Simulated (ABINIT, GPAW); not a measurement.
A GPAW input for a self-consistent single point of GaN (P6_3mc, 4 atoms in the cell) (DFT PBE, plane waves, GPAW PAW datasets PBE (gpaw-data 1.0.1)):

```python
from ase import Atoms
from ase.units import GPa
from gpaw import GPAW, PW, FermiDirac

atoms = Atoms(['Ga', 'Ga', 'N', 'N'],
              cell=[[3.197200, 0.000000, 0.000000],
                    [-1.598600, 2.768856, 0.000000],
                    [0.000000, 0.000000, 5.207000]],
              scaled_positions=[[0.666667, 0.333333, 0.591200],
                                [0.333333, 0.666667, 0.091200],
                                [0.666667, 0.333333, 0.968800],
                                [0.333333, 0.666667, 0.468800]],
              pbc=True)

calc = GPAW(mode=PW(950),
            xc='PBE',
            kpts={'size': (6, 6, 4), 'gamma': True},
            occupations=FermiDirac(0.05),
            nbands=-10,
            symmetry={'symmorphic': False, 'tolerance': 0.0005},
            maxiter=120)

atoms.calc = calc

energy = atoms.get_potential_energy()
print('Energy (eV):', round(energy, 6))
forces = atoms.get_forces()
print('Forces (eV/Ang):')
print(forces.round(5))
stress = atoms.get_stress()
print('Stress (GPa, Voigt):', (stress / GPa).round(4))
```

**Question.** Translate this input to ABINIT.

**Answer.** This is the input that was run; spellings and numerical settings could be chosen otherwise.

```
# GaN, JTH v2.0 PBE PAW
pp_dirpath "./"
pseudos "Ga.GGA_PBE-JTH.xml, N.GGA_PBE-JTH.xml"
acell 3.1971997569 3.1971997569 5.2070000000 Angstrom
rprim
         1.0000000000    0.0000000176    0.0000000000
        -0.5000000153    0.8660253950    0.0000000000
         0.0000000000    0.0000000000    1.0000000000
natom 4
ntypat 2
znucl 31 7
typat 1 1 2 2
xcart
         3.0209159224    1.7441266921    5.8172920840
        -0.0000000615    3.4882532775    0.8973901185
         3.0209159224    1.7441266921    9.5328020483
        -0.0000000615    3.4882532775    4.6129000828
ecut 707 eV
pawecutdg 1415 eV
pawxcdev 0
occopt 3
tsmear 0.00183747
nband 24
kptopt 1
ngkpt 6 6 4
nshiftk 1
shiftk 0 0 0
nstep 50
toldfe 1.0e-09
prtwf 0
prtden 0
prtvol 1
enunit 1
```

Basis settings and potentials, where a program has them, do not carry over. This input uses DFT, PBE, plane waves, PAW (JTH v2.0 PBE PAW).

The starting cell comes from a database of published, mostly measured structures (it also holds non-ambient and calculated ones), without a prior relaxation at this level.
